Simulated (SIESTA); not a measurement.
Worked example: self-consistent single point of Mo (Im-3m, 1 atom in the cell) in SIESTA.

Method of the run: LDA PW92, numerical atomic orbitals DZP, PseudoDojo LDA standard norm-conserving potentials (rewritten from UPF to PSML) (SIESTA 5.4.2).

```yaml
crystal:
  lattice:
    - [-1.56713, 1.56713, 1.56713]
    - [1.56713, -1.56713, 1.56713]
    - [1.56713, 1.56713, -1.56713]
  atoms:
    - { symbol: Mo, position: [0.00000, 0.00000, 0.00000] }
```

Reference input (self-consistent single point, DFT, LDA PW92, numerical atomic orbitals DZP, PseudoDojo LDA standard norm-conserving potentials (rewritten from UPF to PSML)): XC.functional = LDA; XC.authors = PW92; potentials = PseudoDojo LDA standard; PAO.BasisSize = DZP; PAO.EnergyShift = 0.01 Ry; MeshCutoff = 350 Ry; kgrid.MonkhorstPack = 8 8 8; OccupationFunction = FD; ElectronicTemperature = 1160.45 K; MaxSCFIterations = 150; SCF.Mixer.Method = Pulay; SCF.Mixer.Weight = 0.1. This run's input differs from it in these lines:

```diff
@@ -26,8 +26,8 @@
 %block kgrid.MonkhorstPack
-    8   0   0  0.0
-    0   8   0  0.0
-    0   0   8  0.0
+    9   0   0  0.0
+    0   9   0  0.0
+    0   0   9  0.0
 %endblock kgrid.MonkhorstPack
 OccupationFunction           FD
-ElectronicTemperature        1160.45 K
+ElectronicTemperature        3481.36 K
```

Output (repeated stretches shortened):

```
        iscf     Eharris(eV)        E_KS(eV)     FreeEng(eV)     dDmax    Ef(eV) dHmax(eV)
   scf:    1    -1905.512627    -1912.748226    -1912.892336  0.491901 -2.315237  6.458785
   scf:    2    -1913.527478    -1913.146097    -1913.298676  0.085121 -2.544111  5.341771
   scf:    3    -1914.394973    -1913.975071    -1914.186694  0.356341 -3.714209  0.118610
   scf:    4    -1913.981138    -1913.978922    -1914.186153  0.018361 -3.651895  0.213083
   scf:    5    -1913.974737    -1913.977083    -1914.187468  0.012079 -3.715791  0.009986
   scf:    6    -1913.976795    -1913.976940    -1914.187470  0.000610 -3.718808  0.001559
   [... lines left out ...]
mix: Pulay -- inversion failed, > SVD [rank/size] 3 / 7
   scf:    9    -1913.976986    -1913.976990    -1914.187470  0.000018 -3.718171  0.001800
mix: Pulay -- inversion failed, > SVD [rank/size] 3 / 7
   scf:   10    -1913.976967    -1913.976978    -1914.187470  0.000049 -3.718460  0.000820
mix: Pulay -- inversion failed, > SVD [rank/size] 3 / 7
   scf:   11    -1913.976960    -1913.976969    -1914.187470  0.000041 -3.718711  0.000005
mix: Pulay -- inversion failed, > SVD [rank/size] 3 / 7
   scf:   12    -1913.976969    -1913.976969    -1914.187470  0.000000 -3.718711  0.000005
SCF Convergence by DM+H criterion
max |DM_out - DM_in|         :     0.0000002138
max |H_out - H_in|      (eV) :     0.0000049009
SCF cycle converged after 12 iterations

Using DM_out to compute the final energy and forces

siesta: E_KS(eV) =            -1913.9770

siesta: E_KS - E_eggbox =     -1913.9770

siesta: Atomic forces (eV/Ang):
     1   -0.000000    0.000000    0.000000
   Tot   -0.000000    0.000000    0.000000
   Max    0.000000
   Res    0.000000    sqrt( Sum f_i^2 / 3N )
   Max    0.000000    constrained

Stress tensor Voigt[x,y,z,yz,xz,xy] (kbar):       61.62       61.62       61.62       -0.00       -0.00       -0.00
(Free)E + p*V (eV/cell)    -1914.7796
Target enthalpy (eV/cell)    -1914.1875

siesta: Program's energy decomposition (eV):
siesta: FreeEng =     -1914.187470

siesta: Stress tensor (static) (eV/Ang**3):
   [... lines left out ...]
siesta: Cell volume =         15.394689 Ang**3
siesta:         -61.62314262        -61.62314262  kBar
   [... lines left out ...]
               4dz2    4dxz    4dx2-y2
   1 14.000   1.823   0.281   0.323   1.924   1.924   1.924   0.317   0.317
              0.317   1.053   1.053   0.849   1.053   0.849   0.014   0.014

             -0.026   0.014  -0.026

mulliken: Qtot =       14.000

Mulliken Atomic Populations:
Atom #   charge [q] valence [e]  Species
     1    -0.000000   14.000000  Mo
 Total    -0.000000
```

The run converged in 12 iterations. Against the reference run the free energy drops by 119 meV/atom and the pressure goes from -6.81 to -6.16 GPa.

The starting cell has typed, rounded lattice constants, without a prior relaxation at this level. Its lattice was rescaled by up to half a per cent. Spin polarisation is off. Values carry the incompleteness of an atom-centred basis. With a pressure of about -6 GPa the cell is away from its equilibrium volume at this level.

Cost on one core of a shared machine: roughly 30 s.
